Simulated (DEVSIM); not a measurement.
Device: illuminated Si n-on-p cell, one wavelength, at 300 K.

```
layer (left to right)  material  thickness (μm)  Nd (cm⁻³)  Na (cm⁻³)  τn (s)  τp (s)  absorption coefficient (cm⁻¹)
---------------------  --------  --------------  ---------  ---------  ------  ------  -----------------------------
1                            Si          0.0540       2e18          -  8.2e-6  7.4e-7                            540
2                            Si            28.0          -     2.7e15  3.9e-5  3.9e-5                            540
```

Left contact: ohmic, minority hole recombination velocity 70000 cm/s. Right contact: ohmic, minority electron recombination velocity 1e5 cm/s. Voltage is applied to the left contact. Recombination: SRH at mid-gap, radiative, Auger. Light enters at the left, 1.6e17 photons cm⁻² s⁻¹, one pass, no reflection. Mobility is μmin + (μ − μmin)/(1 + (N/Nref)^α).

This is a model device: material constants are rounded textbook-type values typed into the input, and sizes, dopings and lifetimes were drawn at random. Values at 300 K.

```csv
parameter,Si
gap (eV),1.124
affinity (eV),4.05
permittivity,11.7
Nc (cm⁻³),2.86e19
Nv (cm⁻³),3.1e19
μn (cm²/Vs),1417
μp (cm²/Vs),470
"μn,min",52
"μp,min",45
"Nref,n",9.7e16
"Nref,p",2.2e17
αn,0.68
αp,0.72
B (cm³/s),4.7e-15
Cn (cm⁶/s),2.8e-31
Cp (cm⁶/s),9.9e-32
```

Simulated with DEVSIM: 1D drift-diffusion, Boltzmann statistics, complete ionisation; no tunnelling, impact ionisation, image-force lowering or self-heating.

Question: Tabulate band edges, carrier densities and field at zero bias, in the dark.

Answer: Energies count from the Fermi level of the right contact; mesh points crowd at the junctions.

| x (μm) | Ec (eV) | Ev (eV) | n (cm⁻³) | p (cm⁻³) | field (V/cm) |
|---|---|---|---|---|---|
| 0.000 | 0.069 | -1.055 | 2.0e18 | < 1e2 | ≈ 0 |
| 0.01638 | 0.069 | -1.055 | 2.0e18 | < 1e2 | ≈ 0 |
| 0.03343 | 0.069 | -1.055 | 2.0e18 | < 1e2 | 110 |
| 0.05001 | 0.078 | -1.046 | 1.4e18 | < 1e2 | 30000 |
| 0.07802 | 0.191 | -0.933 | 1.8e16 | 6600 | 26000 |
| 0.1222 | 0.294 | -0.830 | 3.3e14 | 350000 | 22000 |
| 0.2070 | 0.463 | -0.661 | 4.8e11 | 2.4e8 | 18000 |
| 0.4467 | 0.778 | -0.346 | 2500000 | 4.7e13 | 8100 |
| 0.8298 | 0.881 | -0.243 | 46000 | 2.5e15 | 200 |
| 1.565 | 0.882 | -0.242 | 43000 | 2.7e15 | ≈ 0 |
| 2.977 | 0.882 | -0.242 | 43000 | 2.7e15 | ≈ 0 |
| 6.964 | 0.882 | -0.242 | 43000 | 2.7e15 | ≈ 0 |
| 13.34 | 0.882 | -0.242 | 43000 | 2.7e15 | ≈ 0 |
| 20.15 | 0.882 | -0.242 | 43000 | 2.7e15 | ≈ 0 |
| 24.71 | 0.882 | -0.242 | 43000 | 2.7e15 | ≈ 0 |
| 26.32 | 0.882 | -0.242 | 43000 | 2.7e15 | ≈ 0 |
| 27.16 | 0.882 | -0.242 | 43000 | 2.7e15 | ≈ 0 |
| 27.60 | 0.882 | -0.242 | 43000 | 2.7e15 | ≈ 0 |
| 27.88 | 0.882 | -0.242 | 43000 | 2.7e15 | ≈ 0 |
| 27.97 | 0.882 | -0.242 | 43000 | 2.7e15 | ≈ 0 |
| 28.02 | 0.882 | -0.242 | 43000 | 2.7e15 | ≈ 0 |
| 28.05 | 0.882 | -0.242 | 43000 | 2.7e15 | ≈ 0 |
